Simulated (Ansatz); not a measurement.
Partial pair distribution functions of a relaxed model of amorphous In9Ga9Zn9O41Nb2, broadened by 0.06 Å; density 5.77 g/cm³. Calculation: PBE, scalar-relativistic without spin-orbit coupling (plane waves to 420 eV, PAW; Ansatz, a program for electronic structure).

The cell was made by melting and quenching with the CHGNet potential and then relaxed with DFT. O atoms were pushed apart under 1.9 Å during the dynamics, to hinder bonds among them. The hot cell started wider than the set density and was brought back towards it in steps. It is the lowest in DFT energy of 2 quenches. It is a model cell: composition and starting density were chosen by hand, and all elements were melted together. No dispersion term was used. Its density started from a set value of 5.77 and ended at 5.77 g/cm³. The simulated quench (nominally 210 K/ps over its main leg) is rapid and tends to freeze in more defects than a deposited or slowly cooled glass has. One small periodic cell is one sample of the glass; other quenches scatter about these values. The volume was held where the preparation left it and the shape relaxed, at a PBE pressure of 0.9 GPa. Stress components on the final sampling reach 1.0 GPa.

```csv
r (Å),g In-O,g Ga-O,g In-In,g Ga-Ga
1.65,0.00,0.02,0.00,0.00
1.75,0.00,1.17,0.00,0.00
1.85,0.02,6.81,0.00,0.00
1.95,0.64,8.02,0.00,0.00
2.05,4.06,4.14,0.00,0.00
2.15,6.94,1.30,0.00,0.00
2.25,4.96,0.30,0.00,0.00
2.35,1.91,0.02,0.00,0.00
2.45,0.44,0.11,0.00,0.00
2.55,0.20,0.17,0.00,0.00
2.65,0.14,0.02,0.00,0.01
2.75,0.17,0.00,0.00,0.57
2.85,0.14,0.07,0.00,1.48
2.95,0.28,0.59,0.00,1.58
3.05,0.49,0.55,0.14,2.39
3.15,0.48,0.27,2.14,1.92
3.25,0.27,0.47,2.64,2.13
3.35,0.35,0.67,1.36,0.98
3.45,0.38,0.75,1.75,1.05
3.55,0.42,1.14,1.34,2.37
3.65,0.62,1.28,1.98,1.82
3.75,0.61,0.92,1.63,2.37
3.85,1.08,0.74,1.77,1.23
3.95,1.46,0.77,1.98,0.25
4.05,1.29,0.59,0.98,0.00
4.15,1.20,1.06,0.32,0.02
4.25,1.42,1.23,1.00,0.41
4.35,1.50,1.37,1.81,0.47
4.45,1.57,1.97,1.14,0.03
4.55,1.28,2.12,0.63,0.00
```

Within 2.64 Å each In has 5.33 O neighbours on average.
